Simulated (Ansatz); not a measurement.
The parent structure is AlN in the wurtzite structure (space group P6_3mc, No. 186; a = 3.107 Å, c = 4.978 Å).

All numbers come from r2SCAN (Ansatz, an electronic-structure program, PAW, no spin-orbit coupling), earlier PAW set.

For the base:

- Lattice parameter a: 3.107 Å
- Band gap: 4.87 eV

One thing is altered: hydrostatic tension (pressure −2 GPa).

Question: What does the calculation give for the lattice parameter a after the change?

Answer: The lattice parameter a rises by 0.009 Å, from 3.107 Å to 3.116 Å.

Question: Predict the new band gap.

Answer: The band gap decreases by 0.085 eV, from 4.87 eV to 4.79 eV.

Load acts through the strain it causes; cell and atoms are relaxed under it. Whether these cells are dynamically stable was not tested.
